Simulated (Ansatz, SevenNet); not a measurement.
For HgS (P3₂21, No. 154, 6 atoms in the cell; start COD 9012082), the machine-learned potential SevenNet-l3i5 (trained on PBE and PBE+U data) gives:

| Property | Value |
|---|---|
| lattice parameter a | 4.415 Å |
| lattice parameter c | 9.768 Å |

Q: What does PBE-D3(BJ) (PAW; Ansatz, a quantum-chemistry and plane-wave program) give for the same quantities?

A: 
- lattice constant a: 4.164 Å (drops by 5.7 %)
- lattice parameter c: 9.506 Å (shrinks by 2.7 %)

Changes are worked out from the printed values.

Unless a cell is named, each level is at its own relaxed cell (SevenNet-l3i5 27.48, PBE-D3(BJ) 23.78 Å³/atom).

Levels without +SOC leave out spin–orbit coupling, which shifts energies and cells of such heavy elements.

Caveats: the relaxation could not lower the start's symmetry, so the cell can be a saddle point above a distorted one (SevenNet-l3i5, PBE-D3(BJ)). Ansatz's density-functional and Hartree–Fock values are scalar-relativistic unless marked +SOC, with PAW data made under PBE.
